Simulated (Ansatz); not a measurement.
The reference is RbCl in the CsCl type structure (space group Pm-3m, No. 221; a = 3.887 Å; a model cell). Axes: x, y, z lie along the cube axes.

Calculations: PBEsol (Ansatz, a program for electronic structure, PAW, no spin-orbit coupling).

For the base:

- Shortest interatomic distance: 3.366 Å
- Valley order: Γ 4.94 eV; M along ⟨110⟩ 6.09 eV

Modification: tensor shear ε_xy = −1.53 % (engineering shear γ = -0.0306); the atoms relax in the strained cell.

Question: Predict the new shortest interatomic distance, valley order and stress.

Answer: The shortest interatomic distance falls by 0.034 Å to 3.332 Å; the valley order (the lowest conduction-band minima on the path, energy above the VBM, named in the base's zone) goes from Γ 4.94 eV; M along ⟨110⟩ 6.09 eV to Γ 4.94 eV; M along [011] 6.08 eV; M along [110] 6.09 eV; the stress (xx, yy, zz, yz, xz, xy; compression positive) is (0.03, 0.03, 0.04, 0.00, 0.00, 0.26) GPa.

The levels and masses belong to the bands next to the band gap. Whether these cells are dynamically stable was not tested. This is not the structure that RbCl has at room temperature and ambient pressure.
